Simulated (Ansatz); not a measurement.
## A computed series for GaSe: pressure series

The reference is GaSe in the beta-GaS type structure (space group P6_3/mmc, No. 194; a = 3.769 Å, c = 15.960 Å; layered, stacked along the Cartesian z axis).

Cell and atoms are relaxed at each pressure.

The values are results of Ansatz (an electronic-structure program), PBE-D3(BJ), PAW, cutoff 420 eV, no SOC, not measurements.

```
change            shortest interatomic distance  band gap     density
----------------  -----------------------------  --------  ----------
base                                    2.444 Å   0.87 eV  5.03 g/cm³
pressure −1 GPa                         2.456 Å         …  4.78 g/cm³
pressure 1.8 GPa                        2.423 Å         …  5.29 g/cm³
pressure 4.2 GPa                        2.399 Å   0.74 eV  5.55 g/cm³
pressure 18 GPa                         2.303 Å      zero           …
pressure 30 GPa                         2.245 Å      zero  7.16 g/cm³
pressure 45 GPa                         2.193 Å      zero           …
pressure 60 GPa                         2.149 Å      zero  8.50 g/cm³
```

Question: Complete the table.

Answer: 
- pressure −1 GPa, band gap: 0.95 eV
- pressure 1.8 GPa, band gap: 0.84 eV
- pressure 18 GPa, density: 6.53 g/cm³
- pressure 45 GPa, density: 7.82 g/cm³

A case with no gap was solved on a k-mesh chosen for an insulator, which is coarse for it. Load acts through the strain it causes; cell and atoms are relaxed under it. Whether these cells are dynamically stable was not tested. No other phases were tried under pressure. The final runs are not spin-polarised. A zero or small gap of GaSe under pressure 18 GPa and GaSe under pressure 30 GPa can be the functional's error rather than a property of the material.
